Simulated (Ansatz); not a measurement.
## A computed series for C: response to strain

Consider C in the graphite type structure (space group P6_3/mmc, No. 194; a = 2.458 Å, c = 6.563 Å; layered, stacked along the Cartesian z axis). Axes: x lies along a and z along c of the hexagonal cell.

Strains are applied to the cell and any free atomic positions relax; under stress the whole cell relaxes.

Computed with DFT with PBEsol-D3(BJ), PAW potentials and a 420 eV plane-wave cutoff in Ansatz (a first-principles code), scalar-relativistic without spin-orbit coupling.

Candidates:
(a) strain tensor (xx, yy, zz, yz, xz, xy) = (+0.73, +0.21, +1.23, −0.61, −0.20, +0.44) %
(b) uniaxial strain ε_yy = +2.13 %
(c) isotropic strain +2.63 %
(d) uniaxial stress, 2 GPa tension along z

Notes on the quantities. energy relative to the base: free energy F.

Order them by energy relative to the base, highest first.

(c) isotropic strain +2.63 % (+47 meV/atom), (b) uniaxial strain ε_yy = +2.13 % (+13 meV/atom), (d) uniaxial stress, 2 GPa tension along z (+9.2 meV/atom), (a) strain tensor (xx, yy, zz, yz, xz, xy) = (+0.73, +0.21, +1.23, −0.61, −0.20, +0.44) % (+2.9 meV/atom)

The mesh was chosen for an insulator and is coarse for the gapless case. Beyond what the load breaks, stability against distortions was not tested.
